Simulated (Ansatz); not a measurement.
Base system: IrO$_{2}$ in the rutile structure (space group P4_2/mnm, No. 136; a = 4.4718 Å, c = 3.1536 Å). Axes: x, y, z lie along a, b, c of the conventional cell.

Level of theory: PBEsol (Ansatz, a quantum-chemistry and plane-wave program; PAW; 420 eV plane waves; without spin-orbit coupling).

Base values:

Pressure: 0.0 GPa

It is then changed as follows: uniaxial strain ε_zz = −3.92 %, all other strain components held at zero; the atoms relax in the strained cell.

Problem. What does the calculation give for the energy relative to the base after the change?

Solution. The energy rises by 35 meV/atom.

Problem. What does the calculation give for the pressure after the change?

Solution. The pressure (mean of the normal stresses, compression positive) goes from zero to 16.1 GPa.

Problem. What happens to the largest internal atomic displacement?

Solution. The largest internal atomic displacement is 0.024 Å.

Without a gap, meshes like the base's 11×11×15 leave anisotropic stresses uncertain by several tenths of a GPa, and small strain energies with them. No phonon test of stability was made. No Hubbard U is applied, and correlation can decide whether such a compound is a metal. All final runs are without spin polarisation.
